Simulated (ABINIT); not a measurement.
A self-consistent single point of Tl (P6_3/mmc, 2 atoms in the cell) with ABINIT.

Computed with LDA (PW92), norm-conserving pseudopotentials (PseudoDojo nc-sr-04 LDA standard) (plane waves; ABINIT 10.0.3).

```xyz
2
Lattice="3.5652 0.0000 0.0000 -1.7826 3.0875 0.0000 0.0000 0.0000 5.7561" Properties=species:S:1:pos:R:3 pbc="T T T"
Tl     0.0000     2.0584     1.4390
Tl     1.7826     1.0292     4.3171
```

Reference input (self-consistent single point, DFT, PBE, plane waves, norm-conserving pseudopotentials (PseudoDojo nc-sr-05 PBE standard)): pseudos = [Tl.upf]; ecut = 30 Ha; ixc = 11; occopt = 3; tsmear = 0.00183747 Ha; ngkpt = 9 9 5; nshiftk = 1; shiftk = 0 0 0; potentials = PseudoDojo nc-sr-05 PBE standard; nband = 18; kptopt = 1; nstep = 80. This run's input differs from it in these lines:

```diff
@@ -1,2 +1,2 @@
-# Tl, PseudoDojo nc-sr-05 PBE standard
+# Tl, PseudoDojo nc-sr-04 LDA standard
 pp_dirpath "./"
@@ -15,4 +15,4 @@
          0.6666666667    0.3333333333    0.7500000000
-ecut 30
-ixc 11
+ecut 31
+ixc 7
 occopt 3
```

Its files differ too (potentials: PseudoDojo nc-sr-05 PBE standard → PseudoDojo nc-sr-04 LDA standard).

Log, with long lists cut:

```
--- !BeginCycle
solver: {iscf: 7, nstep: 80, nline: 4, wfoptalg: 0, }
tolerances: {tolvrs: 1.00E-10, }
...

     iter   Etot(hartree)      deltaE(h)  residm     vres2
 ETOT  1  -121.09600831294    -1.211E+02 2.353E-01 1.349E+00
 ETOT  2  -121.34457435899    -2.486E-01 1.235E-03 3.213E+00
 ETOT  3  -121.34414222233     4.321E-04 2.269E-04 5.215E+00
 ETOT  4  -121.34521952189    -1.077E-03 9.628E-05 3.048E-02
 ETOT  5  -121.34522495389    -5.432E-06 1.096E-05 7.602E-05
 ETOT  6  -121.34522496350    -9.607E-09 6.538E-06 2.482E-05
 ETOT  7  -121.34522496824    -4.742E-09 2.535E-06 1.136E-06
 ETOT  8  -121.34522496848    -2.438E-10 3.618E-06 4.418E-10
 ETOT  9  -121.34522496848     7.532E-13 1.418E-06 8.845E-10
 ETOT 10  -121.34522496848     2.558E-13 2.378E-06 4.313E-14
 At SCF step   10       vres2   =  4.31E-14 < tolvrs=  1.00E-10 =>converged.

 Cartesian components of stress tensor (hartree/bohr^3)
  sigma(1 1)=  1.47066218E-04  sigma(3 2)=  0.00000000E+00
  sigma(2 2)=  1.47066218E-04  sigma(3 1)=  0.00000000E+00
  sigma(3 3)=  1.38521544E-04  sigma(2 1)=  3.01579244E-14

 ----iterations are completed or convergence reached----

 reduced coordinates (array xred) for    2 atoms
       0.333333333333      0.666666666667      0.250000000000
       0.666666666667      0.333333333333      0.750000000000
 cartesian forces (eV/Angstrom) at end:
    1     -0.00000000000000    -0.00000000000000    -0.00000000000000
    2      0.00000000000000     0.00000000000000    -0.00000000000000
 frms,max,avg= 2.9860901E-27 4.1529316E-27   0.000E+00  0.000E+00  0.000E+00 e/A
   [... lines left out ...]
 Fermi (or HOMO) energy (hartree) =   0.15469   Average Vxc (hartree)=  -0.38027
 Fermi (or HOMO) energy (eV) =   4.20932   Average Vxc (eV)= -10.34770
   [... lines left out ...]
total_energy        : -1.21345224968482E+02
total_energy_eV     : -3.30197149619543E+03
band_energy         : -5.13847660042506E+00
...

-Cartesian components of stress tensor (GPa)         [Pressure= -4.2430E+00 GPa]
- sigma(1 1)=  4.32683679E+00  sigma(3 2)=  0.00000000E+00
- sigma(2 2)=  4.32683678E+00  sigma(3 1)=  0.00000000E+00
- sigma(3 3)=  4.07544384E+00  sigma(2 1)=  8.87276620E-10

 Calculation completed.
```

The run converged in 10 iterations. Against the reference run the pressure goes from -0.23 to -4.24 GPa.

The starting cell comes from a database of computed structures (which also holds hypothetical and non-ambient phases and stackings), without a prior relaxation at this level. Its lattice was rescaled by a random factor within 2.5 % of one. With a pressure of about -4 GPa the cell is away from its equilibrium volume at this level.

Cost on one core of a shared machine: roughly 50 s.
